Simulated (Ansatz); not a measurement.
An Ansatz (a quantum-chemistry and plane-wave program) run: Ca(OH)2 with a change (biaxial strain +2.14 %, plane normal [001], relaxed out of plane); PBEsol (Ansatz, PAW, scalar-relativistic without spin-orbit coupling).

Input:

Ansatz 0.2 input:
```yaml
crystal:
  lattice:
    - [3.6373637378, 0, 0]
    - [1.8186818689, 3.1500493997, 0]
    - [0, 0, 4.716640396]
  atoms:
    - { symbol: Ca, position: [0, 0, 0] }
    - { symbol: H, position: [0.6666666667, 0.6666666667, 0.5566398793] }
    - { symbol: H, position: [0.3333333333, 0.3333333333, 0.4433601207] }
    - { symbol: O, position: [0.6666666667, 0.6666666667, 0.7611927515] }
    - { symbol: O, position: [0.3333333333, 0.3333333333, 0.2388072485] }
basis: { ecutwfc: 420, ecutrho_ratio: 4, xc_grid: 2, fft_grid_basis: typed }
kpoints: { mp_grid: { grid: [11, 11, 7] } }
hamiltonian:
  xc: pbesol
  dispersion: none
  pseudopotentials: { kind: paw }
scf: { occupations: { method: fermi_dirac, width: 0.05 } }
relax: { f_tol: 0.005, max_steps: 50, cell: { stress_tol: 0.01, fix: [a, b, gamma] } }
output: { forces: true, stress: true }
checkpoint: { write: state.ck, write_every: 1000 }
```

Output (explanatory and most iteration lines left out):

```
Relaxation: its limit of steps is 50 (relax.max_steps)
Pseudopotential: Ca, paw, valence charge 10
Pseudopotential: H, paw, valence charge 1
Pseudopotential: O, paw, valence charge 6
Crystal: 5 atoms, lattice volume = 54.043 Å³
Basis set: ecut = 420 eV, 1023 PW (Γ), exchange–correlation on 50×50×64 points (8 copies of the dense FFT grid, shifted against one another)
Bands: 17, of which v1, the nominal top of the filled ones, is band 12 counted from 1 (11 counted from 0)
Symmetry: 12 space group operations
Space group: P-3m1 (ITA 164), of the structure as read, at distance tolerance 3.8e-5 Å
k-points: 94 of 847
Functional: x = pbesol(κ = 0.804, μ = 0.12345679012345678), c = pbesol(β = 0.046)
SCF iter   1: F=—  HF=-2951.253983 eV  |F-HF|=—  |Δ(HF+E_count)|=         —  Δρ=1.05e-2  dr2=4.75e-2  ethr=1.77e-3  ⟨swp⟩=7.3  Hψ=10261  notcnv=0
SCF iter   2: F=—  HF=-2951.242626 eV  |F-HF|=—  |Δ(HF+E_count)|=   1.14e-2  Δρ=5.86e-3  dr2=1.29e-2  ethr=1.98e-4  ⟨swp⟩=2.0  Hψ=3444  notcnv=0  defer=94
SCF 1 converged in 7 iterations: F = -2951.238759 eV  dr2 = 9.80e-9
relax step   1: F+E_penalty+E_count = -2951.23875857 eV  Δ(F+E_penalty+E_count) = +0.000e0 eV  max|allowed force component| = 6.277e-1 eV/Å  Δτ_max = 0.0000 Å  P = -1.355 GPa  Ω = 54.043 Å³  fix = [a, b, gamma]  reactions: a -3.212, b -3.212 GPa  (7 SCF iters, dr2 threshold 1.00e-7 eV, accepted)
[... steps on the carried basis left out ...]
relax step   9: F+E_penalty+E_count = -2951.24617928 eV  Δ(F+E_penalty+E_count) = -4.963e-5 eV  max|allowed force component| = 2.753e-5 eV/Å  Δτ_max = 0.0005 Å  P = -1.822 GPa  Ω = 54.037 Å³  energy of the carried Pulay correction = +4.893e-5 eV  fix = [a, b, gamma]  reactions: a -2.732, b -2.732 GPa  (5 SCF iters, dr2 threshold 4.73e-10 eV, accepted)
Crystal: 5 atoms, lattice volume = 54.037 Å³
SCF iter   1: F=—  HF=-2951.246144 eV  |F-HF|=—  |Δ(HF+E_count)|=         —  Δρ=2.62e-6  dr2=7.66e-10  ethr=1.36e-6  ⟨swp⟩=2.9  Hψ=14056  notcnv=0
SCF iter   2: F=—  HF=-2951.246135 eV  |F-HF|=—  |Δ(HF+E_count)|=   8.32e-6  Δρ=2.05e-6  dr2=6.32e-10  ethr=3.19e-12  ⟨swp⟩=4.9  Hψ=4657  notcnv=0
SCF 10 converged in 5 iterations: F = -2951.246135 eV  dr2 = 1.56e-12
SCF converged after 5 iterations
Free energy (F): -2951.246135 eV
Internal energy: -2951.246135 eV  (E = F + TS)
E sigma→0 (E₀):  -2951.246135 eV
Fermi energy:    5.024994 eV
--- Forces (eV/Å), atoms counted from 1 ---
  atom   1  Ca     0.00000000     0.00000000     0.00000000
  atom   2  H     -0.00000000     0.00000000    -0.00006609
  atom   3  H      0.00000000    -0.00000000     0.00006609
  atom   4  O     -0.00000000    -0.00000000     0.00006544
  atom   5  O      0.00000000     0.00000000    -0.00006544
--- Stress (GPa, compression-positive) ---
       -2.732249       0.000000      -0.000000
        0.000000      -2.732249      -0.000000
       -0.000000      -0.000000      -0.001821
  P = ⅓ Tr σ = -1.8221 GPa (-18.221 kbar)
--- Relaxed structure (7 steps of the walk, 7 accepted, 3 SCFs on fresh bases) ---
  cell:  # Å, volume = 54.0369 Å³
    - [3.637363737777414, 1.0878388379599038e-95, -2.866186427816809e-20]
    - [1.818681868888707, 3.1500493997195598, -1.433093213908699e-20]
    - [-3.716639759588149e-20, -4.404896740003719e-33, 4.716138248276909]
  atoms:
    - { symbol: Ca, position: [7.934573424809098e-35, -3.2607826312119776e-35, -1.3792047917050973e-20] }
    - { symbol: H, position: [0.6666666666666666, 0.6666666666666667, 0.5579111723594525] }
    - { symbol: H, position: [0.3333333333333333, 0.33333333333333337, 0.4420888276405476] }
    - { symbol: O, position: [0.6666666666666666, 0.6666666666666667, 0.7647316808800005] }
    - { symbol: O, position: [0.3333333333333333, 0.33333333333333337, 0.23526831911999954] }
```

Stability against distortions was not tested. The cell was made from Ca(OH)2 (space group P-3m1, No. 164; layered) by this change: biaxial strain +2.14 %, plane normal [001], relaxed out of plane. No dispersion term is included in the PBEsol runs.
